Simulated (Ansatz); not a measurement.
**Response to strain in AlRu**

Start from AlRu in the CsCl type structure (space group Pm-3m, No. 221; a = 3.0048 Å; relaxed with 0.1 eV smearing).

Strains are applied to the cell and any free atomic positions relax.

The values are results of Ansatz (a first-principles code), PBE, PAW, cutoff 420 eV, spin-orbit coupling left out, not measurements.

Notes on the quantities. energy relative to the base: free energy F.

```tsv
variant	energy relative to the base	pressure	shortest interatomic distance
base	0 meV/atom	0.0 GPa	2.602 Å
isotropic strain −3.00 %	+77 meV/atom	22.6 GPa	2.524 Å
isotropic strain −2.50 %	+53 meV/atom	18.2 GPa	2.537 Å
isotropic strain −2.00 %	+33 meV/atom	14.0 GPa	2.550 Å
isotropic strain −1.50 %	+18 meV/atom	10.2 GPa	2.563 Å
isotropic strain +1.00 %	+7.5 meV/atom	-5.7 GPa	2.628 Å
isotropic strain +1.50 %	+17 meV/atom	-8.2 GPa	2.641 Å
isotropic strain +2.00 %	+29 meV/atom	-10.6 GPa	2.654 Å
isotropic strain +2.50 %	+44 meV/atom	-12.7 GPa	2.667 Å
isotropic strain +3.00 %	+63 meV/atom	-14.8 GPa	2.680 Å
```

No phonon test of stability was made. The final runs are not spin-polarised.
